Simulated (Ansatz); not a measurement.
We consider LaScHO2 (model structure, started from the SrVO2H type, P4/mmm, No. 123, 5 atoms in the cell), described by LDA in Ansatz (PAW).

Settings: plane-wave cutoff 520 eV, 14×14×14 k mesh, Fermi–Dirac smearing 0.05 eV, scalar-relativistic PAW data made under PBE.

Cell (relaxed at this level):

```cif
data_HLaO2Sc
_chemical_formula_sum 'La1 Sc1 O2 H1'
_space_group_name_H-M_alt 'P 1'
_space_group_IT_number 1
_cell_length_a 4.06721
_cell_length_b 4.06721
_cell_length_c 3.67283
_cell_angle_alpha 90.000
_cell_angle_beta 90.000
_cell_angle_gamma 90.000
loop_
_space_group_symop_operation_xyz
  'x, y, z'
loop_
_atom_site_label
_atom_site_type_symbol
_atom_site_fract_x
_atom_site_fract_y
_atom_site_fract_z
_atom_site_occupancy
La1 La 0.50000 0.50000 0.50000 1
Sc1 Sc 0.00000 0.00000 0.00000 1
O1 O 0.50000 0.00000 0.00000 1
O2 O 0.00000 0.50000 0.00000 1
H1 H 0.00000 0.00000 0.50000 1
```

**Question.** Estimate the bulk modulus B0 that the calculation returns.

**Answer.** 
* **bulk modulus B0**: 143 GPa

The run finds no gap.

Note: the bulk modulus is −V dP/dV from two relaxed cells at ±2 % in volume; the relaxation could raise the start's symmetry but not lower it, so the cell can be a saddle point.

Spin–orbit coupling is not included; it can open a gap where bands touch, and shift volumes and moduli.

A model structure was made by putting elements into a prototype or built by hand; it is no filed structure, need not be a known phase, and can be a saddle point held by its symmetry.

Ansatz is an electronic-structure program.
